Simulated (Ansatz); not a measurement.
Start from WS2 (space group P6_3/mmc, No. 194; layered, stacked along the Cartesian z axis).

WS2 is taken in the hexagonal space group P6₃/mmc (No. 194), Pearson symbol hP6. Cell: a = b = 3.1147 Å, c = 11.7724 Å, α = β = 90.00°, γ = 120.00°. W on 2d is surrounded by 6 S at 2.389 Å (trigonal prismatic). S on 4f has 3 W at 2.389 Å (trigonal pyramidal). (Neighbours: up to the widest gap in distance over summed covalent radii, below 1.35, at either atom; cation-cation and far metal-metal contacts left out.)

Level of theory: PBEsol-D3(BJ) in Ansatz (plane waves to 420 eV, PAW, no spin-orbit coupling).

Strains are applied to the cell and any free atomic positions relax.

One change was made to it. Results:

The smallest direct gap decreases by 0.37 eV to 1.55 eV; the valence-band top at Γ (three highest levels, from the VBM) goes from 0.00, -1.26, -1.60 eV to 0.00, -1.07, -2.04 eV; the largest internal atomic displacement amounts to 0.072 Å; the band gap falls by 0.30 eV, from 0.65 eV to 0.35 eV.

Task: Name the change that was made.
A) isotropic strain −3.00 %
B) isotropic strain −1.80 %
C) isotropic strain −2.40 %
D) isotropic strain −0.60 %

Result: A, isotropic strain −3.00 %. For comparison, the band gap in the other runs: isotropic strain −2.40 % gives 0.42 eV; isotropic strain −1.80 % gives 0.48 eV; isotropic strain −0.60 % gives 0.60 eV.

Spin-orbit coupling, missing from the scalar runs, can matter with W. No phonon test of stability was made.

Ansatz is a quantum-chemistry and plane-wave program.
